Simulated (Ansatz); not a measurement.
Consider the following.

```xyz
2
Lattice="0.0000 2.8329 2.8329 2.8329 0.0000 2.8329 2.8329 2.8329 0.0000" Properties=species:S:1:pos:R:3 pbc="T T T"
Zn     0.0000     0.0000     0.0000
Se     4.2493     4.2493     4.2493
```

Method: r2SCAN with spin-orbit coupling, rigid bands (plane waves, PAW; Ansatz, a quantum-chemistry and plane-wave program). How the cell was made: cell and atoms relaxed with r2SCAN.

Q: Predict the electron conductivity mass (n e² τ/σ) at 300 K, by direction if it differs.

A: 0.133 mₑ.

Q: Predict the hole conductivity mass (n e² τ/σ) at 300 K, by direction if it differs.

A: 0.68 mₑ.

Q: And the band gap?

A: 1.74 eV at this level; semilocal functionals usually fall short of the measured gap.

Rigid bands, one relaxation time for all states, no polarons.
